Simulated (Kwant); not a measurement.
Device: six-terminal Hall bar in a GaN two-dimensional gas. Effective mass 0.22 mₑ, grid spacing 5.8 nm, hard walls, nominal width 150 nm (25 grid rows, so walls 150.8 nm apart), one parabolic valley, scattering region 390 nm long along x; energies count from the band bottom; Fermi energy 0.00239 eV. Four side probes 75 nm wide, two on each edge; current runs along x; the sign of the Hall resistance is a convention. Perpendicular field swept from 0.37849 to 7.7212 T, also in the leads; orbital effect alone.

Constants are typed, rounded textbook-type inputs, not results; the design itself was drawn at random and stands for no fabricated device.

Model: effective-mass tight-binding model on a square grid, one spin, coherent transport at 0 K (Kwant). Resistances are in h/e².

Problem. How many Landau levels lie under the Fermi energy, and what Hall resistance follows, at 2.39 meV and 2.00 T; 2.39 meV and 3.86 T; 2.39 meV and 4.49 T; 2.39 meV and 6.35 T?

Solution. ħωc = ħeB/m = 0.526 meV a tesla; levels lie at (n + ½)ħωc. E/ħωc = 2.28 gives 2 levels and h/(2e²) = 0.500; simulated 0.500. E/ħωc = 1.18 gives 1 level and h/(1e²) = 1.000; simulated 1.000. E/ħωc = 1.01 gives 1 level and h/(1e²) = 1.000; simulated 1.000. E/ħωc = 0.72 gives 1 level and h/(1e²) = 1.000; simulated 1.000.
